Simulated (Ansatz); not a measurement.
The reference is Y in the hcp (Mg type) structure (space group P6_3/mmc, No. 194; a = 3.599 Å, c = 5.587 Å).

The values are results of plane-wave PAW DFT at the PBEsol level (Ansatz, a program for electronic structure, 420 eV), no spin-orbit coupling, earlier PAW set, not measurements.

For the base:

```
Property           Result
---------------  --------
c/a ratio           1.552
Volume per atom  31.35 Å³
```

Perturbation: every Y is replaced by Cr; the structure is relaxed again.

Problem. Estimate the effect on the c/a ratio.

Solution. The c/a ratio increases by 0.236 to 1.788.

Problem. Predict the new volume per atom.

Solution. The volume per atom drops by 19.86 Å³ (31.35 Å³ → 11.49 Å³).

Stability against distortions was not tested. Starting moments died away, wholly or in part, for Y → Cr; another magnetic solution may exist. All final runs are without spin polarisation. Real Cr is antiferromagnetic at low temperature and ambient pressure, an order that this cell doesn't hold. This is not the structure that Cr has at room temperature and ambient pressure.
